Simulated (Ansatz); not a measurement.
Effect of Cs → Na on CsPbBr3

Consider CsPbBr3 in the cubic perovskite structure (space group Pm-3m, No. 221; a = 5.872 Å).

One thing is altered: every Cs is replaced by Na; the structure is relaxed again.

The values are results of PBEsol in Ansatz (plane waves to 420 eV, PAW, scalar-relativistic without spin-orbit coupling), earlier PAW set, not measurements. Γ-centred 6×6×6 mesh, Fermi–Dirac width 0.05 eV.

| quantity | base | changed | shift |
|---|---|---|---|
| volume per atom | 40.50 Å³ | 39.78 Å³ | -0.715 Å³ |
| density | 4.76 g/cm³ | 3.92 g/cm³ | -0.832 g/cm³ |
| space group | Pm-3m (No. 221) | Pm-3m (No. 221) | – |
| shortest interatomic distance | 2.936 Å | 2.919 Å | -0.017 Å |
| band gap | 1.44 eV | 1.41 eV | -0.03 eV |
| gap character | direct at R | direct at R | – |
| width of the top valence band | 2.06 eV | 2.25 eV | +0.19 eV |
| electron mass | – | 0.51 mₑ (at Γ) | – |
| hole mass | 0.13 mₑ (at R) | 0.13 mₑ (at R) | – |

Final structure:

```xyz
5
Lattice="5.8373 0.0000 0.0000 0.0000 5.8373 0.0000 0.0000 0.0000 5.8373" Properties=species:S:1:pos:R:3 pbc="T T T"
Na     0.0000     0.0000     0.0000
Pb     2.9187     2.9187     2.9187
Br     0.0000     2.9187     2.9187
Br     2.9187     2.9187     0.0000
Br     2.9187     0.0000     2.9187
```

Spin-orbit coupling, missing from the scalar runs, can matter with Pb. Effective masses come from finite differences of ±0.01 Å⁻¹. Whether these cells are dynamically stable was not tested. As relaxed here, NaPbBr3 is a hypothetical phase, not in the database extracts checked. Many cubic perovskites are stable only at high temperature; tilts and polar distortions were not tested. This is not the structure that CsPbBr3 has at room temperature and ambient pressure.

Ansatz is a quantum-chemistry and plane-wave program.
